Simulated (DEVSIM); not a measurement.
Schottky contact on n-type Si

System: Schottky contact on n-type Si, at 300 K.

| layer (left to right) | material | thickness (μm) | Nd (cm⁻³) | τn (s) | τp (s) |
|---|---|---|---|---|---|
| 1 | Si | 3.30 | 9e16 | 0.00047 | 0.00047 |

Left contact: Schottky, work function 4.75 eV, emission velocity 7.2e6 cm/s. Right contact: ohmic. Voltage is applied to the left contact. Recombination: SRH at mid-gap, radiative, Auger. Gap narrowing is on: ΔEg = 6.92 meV × (l + √(l² + 0.5)), l = ln(N/1.3e17 cm⁻³), shared equally by both band edges. Mobility is constant in doping.

This is a model device: material constants are rounded textbook-type values typed into the input, and sizes, dopings and lifetimes were drawn at random. Values at 300 K.

| parameter | Si |
|---|---|
| gap (eV) | 1.124 |
| affinity (eV) | 4.05 |
| permittivity | 11.7 |
| Nc (cm⁻³) | 2.86e19 |
| Nv (cm⁻³) | 3.1e19 |
| μn (cm²/Vs) | 1417 |
| μp (cm²/Vs) | 470 |
| B (cm³/s) | 4.7e-15 |
| Cn (cm⁶/s) | 2.8e-31 |
| Cp (cm⁶/s) | 9.9e-32 |

DEVSIM, 1D drift-diffusion, Boltzmann statistics, complete ionisation; no tunnelling, impact ionisation, image-force lowering or self-heating. Metal contacts follow the ideal Schottky-Mott rule: no Fermi-level pinning, no interface dipoles.

```
Item                                                 Value
---------------------------------------------  -----------
Potential step across the device at zero bias      0.550 V
Largest field in the device at zero bias       120000 V/cm
Dark forward voltage at 1 A/cm²                    0.253 V
Dark forward voltage at 100 A/cm²                  0.375 V
```

Dark reverse current:

```
V (V)  J (A/cm²)
-----  ---------
-0.04    -4.6e-5
-0.10    -5.7e-5
-0.20    -5.9e-5
-0.30    -5.9e-5
-0.40    -5.9e-5
-0.60    -5.9e-5
-0.80    -5.9e-5
-1.00    -5.9e-5
-1.30    -5.9e-5
-1.60    -6.0e-5
```

Dark forward current:

(V (V), J (A/cm²)): (0.05, 0.00034); (0.10, 0.0027); (0.15, 0.019); (0.20, 0.13); (0.25, 0.91); (0.30, 6.2); (0.35, 42); (0.40, 250); (0.45, 1000); (0.50, 2600)
